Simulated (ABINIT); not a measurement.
ABINIT run on ZrHg₃ (Pm-3m, 4 atoms in the cell): self-consistent single point.

Level of theory: LDA (PW92), norm-conserving pseudopotentials (PseudoDojo nc-sr-04 LDA standard) (plane waves; ABINIT).

The change in words: lattice scaled by 0.98. Reference geometry:
```xyz
4
Lattice="4.4177 0.0000 0.0000 0.0000 4.4177 0.0000 0.0000 0.0000 4.4177" Properties=species:S:1:pos:R:3 pbc="T T T"
Zr     0.0000     0.0000     0.0000
Hg     2.2089     2.2089     0.0000
Hg     0.0000     2.2089     2.2089
Hg     2.2089     0.0000     2.2089
```

Reference input (self-consistent single point, DFT, LDA (PW92), plane waves, norm-conserving pseudopotentials (PseudoDojo nc-sr-04 LDA standard)): pseudos = [Zr.upf, Hg.upf]; ecut = 35 Ha; occopt = 7; tsmear = 0.1 eV; ngkpt = 8 8 8; nshiftk = 1; shiftk = 0 0 0; potentials = PseudoDojo nc-sr-04 LDA standard; nband = 46; kptopt = 1; nstep = 80; tolvrs = 1e-11. This run's input differs from it in these lines:

```diff
@@ -5,5 +5,5 @@
 rprim
-         4.4177400000    0.0000000000    0.0000000000
-         0.0000000000    4.4177400000    0.0000000000
-         0.0000000000    0.0000000000    4.4177400000
+         4.3293850000    0.0000000000    0.0000000000
+         0.0000000000    4.3293850000    0.0000000000
+         0.0000000000    0.0000000000    4.3293850000
 natom 4
```

Log, with long lists cut:

```
--- !BeginCycle
solver: {iscf: 7, nstep: 80, nline: 4, wfoptalg: 0, }
tolerances: {tolvrs: 1.00E-11, }
...

     iter   Etot(hartree)      deltaE(h)  residm     vres2
 ETOT  1  -550.44737843757    -5.504E+02 2.301E-01 6.099E+02
 ETOT  2  -550.80791527285    -3.605E-01 1.970E-01 4.323E+02
 ETOT  3  -550.87927441380    -7.136E-02 4.731E-03 1.051E+00
 ETOT  4  -550.87945347502    -1.791E-04 4.999E-03 4.299E-02
 ETOT  5  -550.87945907192    -5.597E-06 1.013E-03 1.182E-02
   [... 2 lines left out ...]
 ETOT  8  -550.87946142577    -3.221E-09 2.090E-03 2.067E-07
 ETOT  9  -550.87946142583    -5.980E-11 4.243E-04 7.202E-10
 ETOT 10  -550.87946142583     5.571E-12 9.249E-04 4.386E-11
 ETOT 11  -550.87946142582     1.046E-11 4.632E-04 4.074E-14
 At SCF step   11       vres2   =  4.07E-14 < tolvrs=  1.00E-11 =>converged.

 Cartesian components of stress tensor (hartree/bohr^3)
  sigma(1 1)=  3.53757790E-05  sigma(3 2)=  0.00000000E+00
  sigma(2 2)=  3.53757790E-05  sigma(3 1)=  0.00000000E+00
  sigma(3 3)=  3.53757790E-05  sigma(2 1)=  0.00000000E+00

 ----iterations are completed or convergence reached----

 reduced coordinates (array xred) for    4 atoms
       0.000000000000      0.000000000000      0.000000000000
       0.500000000000      0.500000000000      0.000000000000
       0.000000000000      0.500000000000      0.500000000000
       0.500000000000      0.000000000000      0.500000000000
 cartesian forces (eV/Angstrom) at end:
    1     -0.00000000000000    -0.00000000000000    -0.00000000000000
   [... lines left out ...]
 Fermi (or HOMO) energy (eV) =  11.86994   Average Vxc (eV)= -12.77217
   [... lines left out ...]
total_energy        : -5.50879461425817E+02
total_energy_eV     : -1.49901924854480E+04
band_energy         : -5.47924338767189E+01
...

-Cartesian components of stress tensor (GPa)         [Pressure= -1.0408E+00 GPa]
- sigma(1 1)=  1.04079117E+00  sigma(3 2)=  0.00000000E+00
- sigma(2 2)=  1.04079117E+00  sigma(3 1)=  0.00000000E+00
- sigma(3 3)=  1.04079117E+00  sigma(2 1)=  0.00000000E+00

 Calculation completed.
```

The run converged in 11 iterations. Against the reference run the free energy goes down by 31.7 meV/atom and the pressure goes from -6.61 to -1.04 GPa.

The starting cell comes from a database of computed structures (which also holds hypothetical and non-ambient phases and stackings), without a prior relaxation at this level. For this run, on top of that: lattice scaled by 0.98.

Cost on one core of a shared machine: roughly 10 min.
